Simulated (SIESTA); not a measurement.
A self-consistent single point of Al (Fm-3m, 1 atom in the cell) with SIESTA.

Level of theory: GGA PBE, numerical atomic orbitals DZP, PseudoDojo PBE standard norm-conserving potentials (rewritten from UPF to PSML) in SIESTA.

The change in words: lattice scaled by 0.98. Reference geometry:
```
CELL_PARAMETERS angstrom
      0.00000     2.01522     2.01522
      2.01522     0.00000     2.01522
      2.01522     2.01522     0.00000
ATOMIC_POSITIONS crystal
  Al 0.00000 0.00000 0.00000
```

Reference input (self-consistent single point, DFT, GGA PBE, numerical atomic orbitals DZP, PseudoDojo PBE standard norm-conserving potentials (rewritten from UPF to PSML)): XC.functional = GGA; XC.authors = PBE; potentials = PseudoDojo PBE standard; PAO.BasisSize = DZP; PAO.EnergyShift = 0.01 Ry; MeshCutoff = 300 Ry; kgrid.MonkhorstPack = 10 10 10; OccupationFunction = FD; ElectronicTemperature = 1160.45 K; MaxSCFIterations = 150; SCF.Mixer.Method = Broyden; SCF.Mixer.Weight = 0.2. This run's input differs from it in these lines:

```diff
@@ -9,7 +9,7 @@
 %endblock ChemicalSpeciesLabel
-LatticeConstant              2.849957 Ang
+LatticeConstant              2.792959 Ang
 %block LatticeVectors
-     0.000000000    0.707106809    0.707106809
-     0.707106809    0.000000000    0.707106809
-     0.707106809    0.707106809    0.000000000
+     0.000000000    0.707106692    0.707106692
+     0.707106692    0.000000000    0.707106692
+     0.707106692    0.707106692    0.000000000
 %endblock LatticeVectors
```

Output (repeated stretches shortened):

```
        iscf     Eharris(eV)        E_KS(eV)     FreeEng(eV)     dDmax    Ef(eV) dHmax(eV)
   scf:    1      -59.415433      -62.938175      -62.955448  1.807365 -4.714435  0.056280
   scf:    2      -62.938679      -62.938428      -62.955831  0.005603 -4.719011  0.044433
   scf:    3      -62.938802      -62.938628      -62.956472  0.018583 -4.735517  0.002816
   scf:    4      -62.938575      -62.938602      -62.956474  0.001205 -4.736696  0.000528
   scf:    5      -62.938603      -62.938602      -62.956474  0.000017 -4.736714  0.000422
   scf:    6      -62.938604      -62.938603      -62.956474  0.000016 -4.736726  0.000336
   scf:    7      -62.938604      -62.938603      -62.956474  0.000013 -4.736735  0.000268
   scf:    8      -62.938604      -62.938604      -62.956474  0.000011 -4.736742  0.000213
   scf:    9      -62.938604      -62.938604      -62.956474  0.000008 -4.736748  0.000170
SCF Convergence by DM+H criterion
max |DM_out - DM_in|         :     0.0000081152
max |H_out - H_in|      (eV) :     0.0001697952
SCF cycle converged after 9 iterations

Using DM_out to compute the final energy and forces

siesta: E_KS(eV) =              -62.9386

siesta: E_KS - E_eggbox =       -62.9386

siesta: Atomic forces (eV/Ang):
     1   -0.000000    0.000000   -0.000000
   Tot   -0.000000    0.000000   -0.000000
   Max    0.000000
   Res    0.000000    sqrt( Sum f_i^2 / 3N )
   Max    0.000000    constrained

Stress tensor Voigt[x,y,z,yz,xz,xy] (kbar):      -55.97      -55.97      -55.97       -0.00       -0.00       -0.00
(Free)E + p*V (eV/cell)      -62.4183
Target enthalpy (eV/cell)      -62.9565

siesta: Program's energy decomposition (eV):
siesta: FreeEng =       -62.956474

siesta: Stress tensor (static) (eV/Ang**3):
siesta:    -0.034934   -0.000000   -0.000000
siesta:    -0.000000   -0.034934   -0.000000
siesta:    -0.000000   -0.000000   -0.034934

siesta: Cell volume =         15.405597 Ang**3

siesta: Pressure (static):
siesta:                Solid            Molecule  Units
siesta:           0.00038048          0.00038048  Ry/Bohr**3
siesta:           0.03493437          0.03493437  eV/Ang**3
siesta:          55.97102693         55.97102693  kBar
```

The run converged in 9 iterations. Against the reference run the free energy goes up by 16.7 meV/atom and the pressure goes from 0.35 to 5.60 GPa.

The starting cell comes from a database of computed structures (which also holds hypothetical and non-ambient phases and stackings), without a prior relaxation at this level. Its lattice was rescaled by a random factor within 2.5 % of one. For this run, on top of that: lattice scaled by 0.98. Values carry the incompleteness of an atom-centred basis. With a pressure of about 6 GPa the cell is away from its equilibrium volume at this level.
